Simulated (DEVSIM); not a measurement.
System: abrupt GaAs p-n junction, at 300 K.

Layer 1 from the left is GaAs, thickness (μm) 1.20, Na (cm⁻³) 7e16, τn (s) 8.3e-10, τp (s) 8.3e-10. Layer 2 from the left is GaAs, thickness (μm) 110, Nd (cm⁻³) 9.1e16, τn (s) 8.3e-10, τp (s) 8.3e-10.

Left contact: ohmic. Right contact: ohmic. Voltage is applied to the left contact. Recombination: SRH at mid-gap. Mobility is μmin + (μ − μmin)/(1 + (N/Nref)^α).

Constants are typed, rounded textbook-type inputs, not results; the design itself was drawn at random and stands for no fabricated device. Values at 300 K.

GaAs: gap (eV) 1.424, affinity (eV) 4.07, permittivity 12.9, Nc (cm⁻³) 4.7e17, Nv (cm⁻³) 9e18, μn (cm²/Vs) 8500, μp (cm²/Vs) 400, μn,min 500, μp,min 20, Nref,n 6e16, Nref,p 1.5e17, αn 0.39, αp 0.38.

Simulated with DEVSIM: 1D drift-diffusion, Boltzmann statistics, complete ionisation; no tunnelling, impact ionisation, image-force lowering or self-heating.

**Question.** What does the simulation give for the dark forward voltage at 1 A/cm², the dark forward voltage at 100 A/cm², the largest field in the device at zero bias, the potential step across the device at zero bias?

**Answer.** dark forward voltage at 1 A/cm² 1.003 V; dark forward voltage at 100 A/cm² 1.144 V; largest field in the device at zero bias 120000 V/cm; potential step across the device at zero bias 1.256 V.
